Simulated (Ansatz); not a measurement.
## Ansatz run on ZrSc (P3m1, 2 atoms in the cell): self-consistent single point

Computed with LDA (PW92), default PAW files made with PBE (plane waves; Ansatz, a program for electronic structure).

This input was run:

Ansatz 0.2 input:
```yaml
crystal:
  lattice:
    - [3.299264, 0.000000, 0.000000]
    - [-1.649632, 2.857246, 0.000000]
    - [0.000000, 0.000000, 5.180785]
  atoms:
    - { symbol: Zr, position: [0.666667, 0.333333, 0.009651] }
    - { symbol: Sc, position: [0.000000, 0.000000, 0.500000] }
basis:
  ecutwfc: 420.0
kpoints:
  mp_grid: { grid: [11, 11, 7] }
hamiltonian:
  xc: lda
  pseudopotentials: { kind: paw }
scf:
  occupations: { method: fermi_dirac, width: 0.1 }
output:
  forces: true
  eigenvalues: true
  stress: true
```

Log, with long lists cut:

```
WARN the atoms were moved onto the symmetric positions of the space group found under crystal.symmetry.tolerance 1.0e-5 (fractional …
WARN ansatz: RAYON_NUM_THREADS=1 ignored (pool sized by the plan → 1); use --threads N
Pseudopotentials: kind: paw
Pseudopotential: Zr, paw, valence charge 12
Pseudopotential: Sc, paw, valence charge 11
Crystal: 2 atoms, lattice volume = 48.838 Å³
Basis set: ecut = 420 eV, 965 PW (Γ)
Bands: 16, of which v1, the nominal top of the filled ones, is band 12 counted from 1 (11 counted from 0)
Symmetry: 6 space group operations
Space group: P3m1 (ITA 156), of the structure as read, at distance tolerance 3.7e-5 Å
k-points: 94 of 847 (time reversal used)
PAW frozen core: Zr, regenerated for the run's functional, and the local potential with it
PAW frozen core: Sc, regenerated for the run's functional, and the local potential with it
Initial density: superposition of atomic densities (neutral atoms: chi_scale 0, normalization atom), corrected by the library's trained network
Initial wavefunctions: pseudopotential atomic-orbital guess
Eigensolver: davidson
Functional: x = slater, c = lda
SCF iter   1: F=—  HF=-6166.407233 eV  |F-HF|=—  |Δ(HF+E_count)|=         —  Δρ=5.05e-3  dr2=4.83e-3  ethr=1.77e-3  ⟨swp⟩=4.2  Hψ=6245  notcnv=0
all-band conjugate gradients solve this SCF's bands
preconditioner: auto → none
SCF iter   2: F=—  HF=-6166.406544 eV  |F-HF|=—  |Δ(HF+E_count)|=   6.89e-4  Δρ=2.85e-3  dr2=2.07e-3  ethr=2.10e-5  ⟨swp⟩=1.3  Hψ=2588  notcnv=0
SCF iter   3: F=—  HF=-6166.406633 eV  |F-HF|=—  |Δ(HF+E_count)|=   8.84e-5  Δρ=4.58e-4  dr2=2.69e-4  ethr=8.99e-6  ⟨swp⟩=2.8  Hψ=2515  notcnv=0
SCF iter   4: F=—  HF=-6166.406632 eV  |F-HF|=—  |Δ(HF+E_count)|=   6.56e-7  Δρ=3.12e-4  dr2=2.35e-4  ethr=1.17e-6  ⟨swp⟩=2.3  Hψ=2120  notcnv=0
SCF iter   5: F=—  HF=-6166.406600 eV  |F-HF|=—  |Δ(HF+E_count)|=   3.15e-5  Δρ=1.25e-4  dr2=3.58e-5  ethr=1.02e-6  ⟨swp⟩=1.7  Hψ=1705  notcnv=0
SCF iter   6: F=—  HF=-6166.406597 eV  |F-HF|=—  |Δ(HF+E_count)|=   3.47e-6  Δρ=3.44e-5  dr2=1.76e-6  ethr=1.56e-7  ⟨swp⟩=1.1  Hψ=1516  notcnv=0
SCF iter   7: F=-6166.406597 eV  HF=-6166.406597 eV  |F-HF|=4.00e-8  |Δ(HF+E_count)|=   3.27e-7  Δρ=8.90e-6  dr2=6.28e-8  ethr=4.35e-10  ⟨swp⟩=3.0  Hψ=5507  notcnv=0
SCF 1 converged in 7 iterations: F = -6166.406597 eV  dr2 = 6.28e-8
SCF converged after 7 iterations
Free energy (F): -6166.406597 eV
Harris-Foulkes:  -6166.406597 eV  (|F-HF|=4.00e-8)
Internal energy: -6166.305246 eV  (E = F + TS)
E sigma→0 (E₀):  -6166.355921 eV
Entropy (-TS):   -0.101351 eV (-50.675 meV/atom)
Fermi energy:    10.930488 eV
--- Per-component energies (eV) ---
  E_band       = -279.023899
  E_kinetic    = 591.294840
  E_local      = -1500.646677  (includes V_loc(G=0)·N_el)
  E_nonlocal   = 171.546070
  E_hartree    = 488.352481
  E_xc         = -262.056884
  E_vxc        = -317.149142  (∫ρ·V_xc dr)
  E_paw        = -3759.167021  (= ΣΔE_a)
  E_vpaw       = -200.769808  (= ΣTr[D̂ρ^β])
  E_aug_tail   = 0.000033  (compensation charges beyond the density's cutoff)
  E_ewald      = -1896.303411
  E_core_change = 0.675324  (= ΣΔE_core)
  E_smearing   = -0.101351  (= −TS)
  E_closure    = -0.000000  (closes the sum)
  Σ components = -6166.406597   (vs F -6166.406597, Δ=0.00e0)
--- Forces (eV/Å), atoms counted from 1 ---
  atom   1  Zr    -0.00000000    -0.00000000    -0.10050796
  atom   2  Sc     0.00000000     0.00000000     0.10054107
  max |Σ_I F_I| component: 3.31e-5 eV/Å
--- Stress (GPa, compression-positive) ---
       -7.367412      -0.000000      -0.000000
       -0.000000      -7.367412       0.000000
       -0.000000       0.000000      -6.723478
  P = ⅓ Tr σ = -7.1528 GPa (-71.528 kbar)
  The stress holds the Pulay correction. Without it, at fixed plane waves, as pw.x and ABINIT print it: P = -7.1625 GPa
--- Band table (eV; the first three rows and the last of 94) ---
  k-point 0: bands = ["-37.8885", "-37.6469", "-16.8937", "-16.6393", "-16.6393", "-15.6904", "-15.4039", "-15.4039", "5.7004", "8.6847", "11.9191", "12.1286", "12.1286", "12.5433", "12.8300", "12.8300"]
  k-point 1: bands = ["-37.8865", "-37.6490", "-16.8787", "-16.6389", "-16.6389", "-15.7084", "-15.4042", "-15.4042", "5.8502", "8.6117", "11.6850", "12.0582", "12.0582", "12.4495", "12.7268", "12.7268"]
  k-point 2: bands = ["-37.8820", "-37.6537", "-16.8432", "-16.6382", "-16.6382", "-15.7507", "-15.4051", "-15.4051", "6.2783", "8.3112", "11.3026", "11.9628", "11.9628", "12.2116", "12.5123", "12.5123"]
  k-point 93: bands = ["-37.8364", "-37.5855", "-16.8818", "-16.8138", "-16.7934", "-15.8250", "-15.7220", "-15.6638", "9.6717", "10.0723", "10.4015", "10.6586", "11.0435", "11.3595", "13.0237", "13.4518"]
```

The run converged in 7 iterations.

The starting cell comes from a database of computed structures (which also holds hypothetical and non-ambient phases and stackings), without a prior relaxation at this level. Its lattice was rescaled by up to half a per cent. One atom was moved a little off its site on purpose. With a pressure of about -7 GPa the cell is away from its equilibrium volume at this level. Ansatz's pressure includes its estimate of the finite-basis (Pulay) stress.
